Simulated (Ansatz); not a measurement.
## CdS: pressure 7 GPa

Consider CdS in the zinc blende structure (space group F-43m, No. 216; a = 5.878 Å).

Now apply this change: cell and atoms relaxed at a pressure of 7 GPa.

Level of theory: Kohn–Sham DFT with the r2SCAN functional, run in Ansatz (an electronic-structure program) with PAW and 500 eV plane waves, no spin-orbit coupling. k-mesh 10×10×10 (Γ-centred); smearing 0.05 eV (Fermi–Dirac).

| quantity | base | changed | shift |
|---|---|---|---|
| volume per atom | 25.38 Å³ | 23.11 Å³ | -2.27 Å³ |
| lattice parameter a | 587.8 pm | 569.7 pm | -18.1 pm |
| shortest interatomic distance | 254.5 pm | 246.7 pm | -7.8 pm |
| enthalpy H = E + PV relative to the base's energy | – | +1.06 eV/atom | – |
| band gap | 1.54 eV | 1.75 eV | +0.21 eV |
| gap character | direct at Γ | direct at Γ | – |
| mean gap deformation potential ΔEg/Δln V | – | -2.2 eV | – |
| electron mass | 0.15 mₑ (at Γ) | 0.16 mₑ (at Γ) | – |
| hole mass (degenerate bands, along [100]) | 0.16, 0.78, 0.78 mₑ (at Γ) | 0.18, 0.69, 0.69 mₑ (at Γ) | – |

Load acts through the strain it causes; cell and atoms are relaxed under it. Effective masses come from finite differences of ±0.01 Å⁻¹. No phonon test of stability was made. Tetrahedral semiconductors of this kind turn to denser phases somewhere between about 1 and 50 GPa; those were not computed, so compressed cells here can lie past the real transition.
